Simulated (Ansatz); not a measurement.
Ansatz (a program for electronic structure) run on Sc2C (P4/nmm, 6 atoms in the cell): self-consistent single point

Method: LDA (PW92), default PAW files made with PBE (plane waves; Ansatz).

This input was run:

Ansatz 0.2 input:
```yaml
crystal:
  lattice:
    - [4.661142, 0.000000, 0.000000]
    - [0.000000, 4.661142, 0.000000]
    - [0.000000, 0.000000, 7.112185]
  atoms:
    - { symbol: Sc, position: [0.000000, 0.000000, 0.000000] }
    - { symbol: Sc, position: [0.500000, 0.500000, 0.000000] }
    - { symbol: Sc, position: [0.500000, 0.000000, 0.270000] }
    - { symbol: Sc, position: [0.000000, 0.500000, 0.730000] }
    - { symbol: C, position: [0.500000, 0.000000, 0.700000] }
    - { symbol: C, position: [0.000000, 0.500000, 0.300000] }
basis:
  ecutwfc: 420.0 eV
kpoints:
  mp_grid:
    grid: [5, 5, 3]
hamiltonian:
  xc: lda
  pseudopotentials:
    kind: paw
scf:
  occupations:
    method: fermi_dirac
    width: 0.05 eV
output:
  forces: true
  eigenvalues: true
  stress: true
```

Output (repeated stretches shortened):

```
WARN ansatz: RAYON_NUM_THREADS=1 ignored (pool sized by the plan → 1); use --threads N
Pseudopotentials: kind: paw
Pseudopotential: Sc, paw, valence charge 11
Pseudopotential: C, paw, valence charge 4
Crystal: 6 atoms, lattice volume = 154.521 Å³
Basis set: ecut = 420 eV, 2991 PW (Γ)
Bands: 32, of which v1, the nominal top of the filled ones, is band 26 counted from 1 (25 counted from 0)
Symmetry: 16 space group operations
Space group: P4/nmm (ITA 129), of the structure as read, at distance tolerance 5.4e-5 Å
k-points: 12 of 75
PAW frozen core: Sc, regenerated for the run's functional, and the local potential with it
PAW frozen core: C, regenerated for the run's functional, and the local potential with it
Initial density: superposition of atomic densities (neutral atoms: chi_scale 0, normalization atom), corrected by the library's trained network
Initial wavefunctions: pseudopotential atomic-orbital guess
Eigensolver: davidson
Functional: x = slater, c = lda
SCF iter   1: F=—  HF=-8830.439296 eV  |F-HF|=—  |Δ(HF+E_count)|=         —  Δρ=9.30e-3  dr2=3.25e-1  ethr=1.77e-3  ⟨swp⟩=5.8  Hψ=1604  notcnv=0
all-band conjugate gradients solve this SCF's bands
preconditioner: auto → LDOS
SCF iter   2: F=—  HF=-8830.417968 eV  |F-HF|=—  |Δ(HF+E_count)|=   2.13e-2  Δρ=5.75e-3  dr2=5.20e-2  ethr=6.24e-4  ⟨swp⟩=2.0  Hψ=639  notcnv=0
preconditioner: auto → Kerker (q_TF=auto, 2.275 Å⁻¹)
SCF iter   3: F=—  HF=-8830.408187 eV  |F-HF|=—  |Δ(HF+E_count)|=   9.78e-3  Δρ=1.47e-3  dr2=3.48e-3  ethr=1.00e-4  ⟨swp⟩=2.0  Hψ=566  notcnv=0
SCF iter   4: F=—  HF=-8830.407631 eV  |F-HF|=—  |Δ(HF+E_count)|=   5.57e-4  Δρ=3.45e-4  dr2=4.01e-4  ethr=6.69e-6  ⟨swp⟩=2.0  Hψ=499  notcnv=0
SCF iter   5: F=—  HF=-8830.407580 eV  |F-HF|=—  |Δ(HF+E_count)|=   5.09e-5  Δρ=1.04e-4  dr2=3.82e-5  ethr=7.70e-7  ⟨swp⟩=2.0  Hψ=481  notcnv=0
SCF iter   6: F=—  HF=-8830.407574 eV  |F-HF|=—  |Δ(HF+E_count)|=   5.95e-6  Δρ=4.66e-5  dr2=6.09e-6  ethr=7.34e-8  ⟨swp⟩=2.0  Hψ=469  notcnv=0
SCF iter   7: F=—  HF=-8830.407573 eV  |F-HF|=—  |Δ(HF+E_count)|=   3.92e-7  Δρ=2.05e-5  dr2=2.26e-6  ethr=1.17e-8  ⟨swp⟩=2.0  Hψ=482  notcnv=0
SCF iter   8: F=—  HF=-8830.407573 eV  |F-HF|=—  |Δ(HF+E_count)|=   3.82e-8  Δρ=5.86e-6  dr2=2.15e-7  ethr=4.34e-9  ⟨swp⟩=2.0  Hψ=468  notcnv=0
SCF iter   9: F=-8830.407573 eV  HF=-8830.407573 eV  |F-HF|=2.55e-9  |Δ(HF+E_count)|=   3.02e-9  Δρ=1.34e-6  dr2=4.94e-9  ethr=1.92e-10  ⟨swp⟩=4.1  Hψ=1200  notcnv=0
SCF 1 converged in 9 iterations: F = -8830.407573 eV  dr2 = 4.94e-9
SCF converged after 9 iterations
Free energy (F): -8830.407573 eV
Harris-Foulkes:  -8830.407573 eV  (|F-HF|=2.55e-9)
Internal energy: -8830.310083 eV  (E = F + TS)
E sigma→0 (E₀):  -8830.358828 eV
Entropy (-TS):   -0.097491 eV (-16.248 meV/atom)
Fermi energy:    5.395265 eV
--- Per-component energies (eV) ---
  E_band       = -844.437547
  E_kinetic    = 1175.774059
  E_local      = -4546.068950  (includes V_loc(G=0)·N_el)
  E_nonlocal   = 403.675880
  E_hartree    = 1605.480218
  E_xc         = -491.212843
  E_vxc        = -610.962286  (∫ρ·V_xc dr)
  E_paw        = -3818.758145  (= ΣΔE_a)
  E_vpaw       = -477.813047  (= ΣTr[D̂ρ^β])
  E_aug_tail   = 0.000047  (compensation charges beyond the density's cutoff)
  E_ewald      = -3160.545703
  E_core_change = 1.345356  (= ΣΔE_core)
  E_smearing   = -0.097491  (= −TS)
  E_closure    = -0.000000  (closes the sum)
  Σ components = -8830.407573   (vs F -8830.407573, Δ=0.00e0)
--- Forces (eV/Å), atoms counted from 1 ---
  atom   1  Sc     0.00000000     0.00000000     0.00000000
  atom   2  Sc     0.00000000     0.00000000    -0.00000000
  atom   3  Sc     0.00000000     0.00000000     3.50179572
  atom   4  Sc     0.00000000     0.00000000    -3.50179572
  atom   5  C      0.00000000     0.00000000     1.66980432
  atom   6  C      0.00000000     0.00000000    -1.66980432
  max |Σ_I F_I| component: 0.00e0 eV/Å
--- Stress (GPa, compression-positive) ---
      -16.606365       0.000000       0.000000
        0.000000     -16.606365       0.000000
        0.000000       0.000000     -11.787562
  P = ⅓ Tr σ = -15.0001 GPa (-150.001 kbar)
  The stress holds the Pulay correction. Without it, at fixed plane waves, as pw.x and ABINIT print it: P = -15.0798 GPa
--- Band table (eV; the first three rows and the last of 12) ---
  k-point 0: bands = ["-44.4648", "-44.4618", "-43.5971", "-43.5634", "-23.3777", "-23.3777", "-23.3618", "-23.3618", "-23.3090", "-23.2847", "-22.5486", "-22.5364", "-22.5239", "-22.5239", "-22.3647", "-22.3647", "-2.9612", "-2.4897", "2.4934", [...]
  k-point 1: bands = ["-44.4646", "-44.4619", "-43.5971", "-43.5634", "-23.3768", "-23.3768", "-23.3627", "-23.3627", "-23.3111", "-23.2825", "-22.5489", "-22.5364", "-22.5238", "-22.5238", "-22.3647", "-22.3647", "-2.8463", "-2.5927", "2.3385", [...]
  k-point 2: bands = ["-44.4642", "-44.4618", "-43.5941", "-43.5669", "-23.3771", "-23.3756", "-23.3654", "-23.3629", "-23.3100", "-23.2891", "-22.5444", "-22.5346", "-22.5096", "-22.5093", "-22.3810", "-22.3805", "-2.8583", "-2.4715", "2.6769", [...]
  k-point 11: bands = ["-44.4619", "-44.4617", "-43.5831", "-43.5799", "-23.3866", "-23.3851", "-23.3579", "-23.3576", "-23.3177", "-23.3138", "-22.5339", "-22.5261", "-22.5252", "-22.5192", "-22.3731", "-22.3572", "-2.4900", "-2.4634", "3.0814", [...]
```

The run converged in 9 iterations.

The starting cell was generated: these elements placed on a structure prototype, without a prior relaxation; it need not be a known phase or ordering of this composition. Its lattice was rescaled by a random factor within 2.5 % of one. With a pressure of about -15 GPa the cell is away from its equilibrium volume at this level. Forces in this geometry exceed 1 eV/Å. Ansatz's pressure includes its estimate of the finite-basis (Pulay) stress.
